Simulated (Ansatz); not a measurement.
Start from Te (space group P3_121, No. 152; a = 4.6241 Å, c = 5.9034 Å; made of chains). Axes: x lies along a and z along c of the hexagonal cell.

Structures relaxed with plane-wave PAW DFT at the r2SCAN level (Ansatz, an electronic-structure program, 500 eV), without spin-orbit coupling.

Base:

Simulated powder pattern, Mo Kα, λ = 0.71073 Å (kinematic, ideal powder, no thermal factors, no anomalous dispersion; the 8 strongest lines at most, above 2 %, up to 2θ = 40°):

```tsv
2θ (°)	I/Imax (%)	hkl
10.18	18	(100)
12.31	100	(101)
17.20	42	(012)
17.68	26	(110)
19.00	15	(111)
21.60	22	(021)
24.77	15	(202)
27.44	15	(113)
```

After one change:

Simulated powder pattern, Mo Kα, λ = 0.71073 Å (kinematic, ideal powder, no thermal factors, no anomalous dispersion; the 8 strongest lines at most, above 2 %, up to 2θ = 40°):

```
2θ (°)  I/Imax (%)
------  ----------
10.10           19
12.24          100
12.31           50
17.15           42
17.20           21
17.64           25
18.96           15
21.45           23
```

Problem. Which change produced these results?
(A) uniaxial strain ε_xx = +1.08 %
(B) biaxial strain +3.84 %, plane normal [001], relaxed out of plane
(C) uniaxial strain ε_zz = −0.79 %
(D) uniaxial strain ε_xx = +4.48 %

Solution. A, uniaxial strain ε_xx = +1.08 %. Its volume per atom is 36.83 Å³ against 36.44 Å³, and its space group is C2 (No. 5).

Stability against distortions was not tested. No dispersion term is included, though the crystal is made of layers, chains or molecules, so its spacings can come out too wide.
